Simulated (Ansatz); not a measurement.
System: C11b MoSi2. Method: LDA (Ansatz, a quantum-chemistry and plane-wave program, plane waves, PAW).

Run with plane-wave cutoff 520 eV, 24×24×24 k mesh, Fermi–Dirac smearing 0.05 eV, no spin polarisation, scalar-relativistic PAW data made under PBE.

Cell (relaxed at this level):

```cif
data_Mo2Si4
_chemical_formula_sum 'Si4 Mo2'
_space_group_name_H-M_alt 'I4/mmm'
_space_group_IT_number 139
_space_group_name_Hall '-I 4 2'
_cell_length_a 3.17423
_cell_length_b 3.17423
_cell_length_c 7.77744
_cell_angle_alpha 90.000
_cell_angle_beta 90.000
_cell_angle_gamma 90.000
loop_
_atom_site_label
_atom_site_type_symbol
_atom_site_symmetry_multiplicity
_atom_site_Wyckoff_symbol
_atom_site_fract_x
_atom_site_fract_y
_atom_site_fract_z
_atom_site_occupancy
Si1 Si 4 e 0.00000 0.00000 0.33527 1
Mo1 Mo 2 a 0.00000 0.00000 0.00000 1
```
(The calculation used a cell of 3 atoms; values per cell refer to that cell.)

Task: Give the computed bulk modulus B0 and pressure derivative B′ of the bulk modulus.

Result: 
- bulk modulus B0 = 225 GPa
- pressure derivative B′ of the bulk modulus = 4.4

The run finds no gap.

Measured, for comparison: bulk modulus 222 ± 2 GPa (room temperature, no zero-point or thermal correction, B' = 4; as tabulated in Structural stability of MoSi2 and Mo5Si3 under high pressure, Chin. Phys. B 26 …). Computed (rounded) less measured: bulk modulus +1 %. A static lattice is as a rule a little smaller and stiffer than an uncorrected measurement, which narrows the difference in the bulk modulus and would widen misses of the other sign.

Note: the bulk modulus comes from volumes at which shape and atoms were relaxed.
